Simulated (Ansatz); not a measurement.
AlN: Al → P

The reference is AlN in the zinc blende structure (space group F-43m, No. 216; a = 4.378 Å).

The change: P takes the place of Al on all its sites, then cell and atoms are relaxed.

Computed with PBEsol in Ansatz (plane waves to 420 eV, PAW, spin-orbit coupling left out). Settings: 17×17×17 k-points, 0.05 eV Fermi–Dirac smearing, for the changed cell.

| quantity | base | changed | shift |
|---|---|---|---|
| volume per atom | 10.49 Å³ | 12.30 Å³ | +1.81 Å³ |
| space group | F-43m (No. 216) | F-43m (No. 216) | – |
| band gap | 3.19 eV | zero | – |

Stability against distortions was not tested. As relaxed here, PN is a hypothetical phase, not in the database extracts checked. All final runs are without spin polarisation. This is not the structure that AlN has at room temperature and ambient pressure.

Ansatz is an electronic-structure program.
